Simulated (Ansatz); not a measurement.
The parent structure is GaN in the zinc blende structure (space group F-43m, No. 216; a = 4.498 Å).

All numbers come from PBEsol, PAW, 420 eV (Ansatz, a first-principles code; scalar-relativistic without spin-orbit coupling).

One change was made to it. Results:

```csv
quantity,base,after
electron mass,0.15 mₑ (at Γ),0.16 mₑ (at Γ)
lattice parameter a,4.498 Å,4.466 Å
```

**Question.** Name the change that was made.
A) pressure −1 GPa
B) pressure 4.2 GPa
C) pressure 60 GPa

**Answer.** B, pressure 4.2 GPa. For comparison, the electron mass in the other runs: pressure −1 GPa gives 0.15 mₑ (at Γ); pressure 60 GPa gives 0.25 mₑ (at Γ).

The levels and masses belong to the bands next to the band gap. Load acts through the strain it causes; cell and atoms are relaxed under it. Effective masses come from finite differences of ±0.01 Å⁻¹. Whether these cells are dynamically stable was not tested. Tetrahedral semiconductors of this kind turn to denser phases somewhere between about 1 and 50 GPa; those were not computed, so compressed cells here can lie past the real transition. This is not the structure that GaN has at room temperature and ambient pressure.
